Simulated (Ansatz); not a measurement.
The parent structure is CdTe in the zinc blende structure (space group F-43m, No. 216).

```xyz
2
Lattice="0.0000 3.2788 3.2788 3.2788 0.0000 3.2788 3.2788 3.2788 0.0000" Properties=species:S:1:pos:R:3 pbc="T T T"
Te     4.9182     4.9182     4.9182
Cd     0.0000     0.0000     0.0000
```

Cartesian axes are those of the cell as printed.

The values are results of r2SCAN, PAW, 500 eV (Ansatz, an electronic-structure program; spin-orbit coupling left out), not measurements.

Before the change:

| Quantity | Value |
|---|---|
| Electron mass | 0.090 mₑ (at Γ) |
| Valley order | Γ 1.17 eV; L along ⟨111⟩ 2.20 eV |
| Valence-band top at Γ | 0.00, 0.00, 0.00 eV |

It is then changed as follows: compressive biaxial strain of 4.00 % in the plane normal to [111], as in epitaxy on a mismatched substrate; the out-of-plane cell vector and the atoms relax.

Estimate the effect on the electron mass.

The electron mass becomes 0.082 mₑ out of plane, 0.10 mₑ in plane (at Γ) (base: 0.090 mₑ (at Γ)).

What does the calculation give for the valley order after the change?

The valley order (the lowest conduction-band minima on the path, energy above the VBM, named in the base's zone) goes from Γ 1.17 eV; L along ⟨111⟩ 2.20 eV to Γ 1.07 eV; L along [1-11] 1.90 eV; X along [100] 2.40 eV.

How does this affect the valence-band top at Γ?

The valence-band top at Γ (three highest levels, from the VBM) becomes 0.00, 0.00, -0.49 eV (base: 0.00, 0.00, 0.00 eV).

Predict the new out-of-plane strain.

The out-of-plane strain is +3.33 %.

Spin-orbit coupling, missing from the scalar runs, can matter with Te. The levels and masses belong to the bands next to the band gap. Masses are band curvatures over ±0.01 Å⁻¹ around the edge. Stability against distortions was not tested.
